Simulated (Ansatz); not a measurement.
**Sn: response to strain**

Base system: Sn in the diamond structure (space group Fd-3m, No. 227; a = 6.474 Å; relaxed with 0.1 eV smearing). Axes: x, y, z lie along the cube axes.

Strains are applied to the cell and any free atomic positions relax; under biaxial strain the out-of-plane vector relaxes too.

Calculations: LDA (Ansatz, a program for electronic structure, PAW, scalar-relativistic without spin-orbit coupling).

Notes on the quantities. energy relative to the base: free energy F.

```csv
"biaxial strain, plane normal [111], relaxed out of plane (%)",energy relative to the base (meV/atom)
0,0.0
0.42,0.4
0.83,?
1.25,3.0
1.67,5.3
2.08,8.1
2.5,11.6
```

Q: Fit ΔE = Aε² + Bε³ (ε in %) to the rows shown and predict the withheld row.

A: Least squares on the printed values gives A = 1.99 and B = -0.052 meV/atom (largest residual 0.1 meV/atom); this predicts 1.3 meV/atom, and the run gives 1.4 meV/atom, in agreement.

Whether these cells are dynamically stable was not tested.
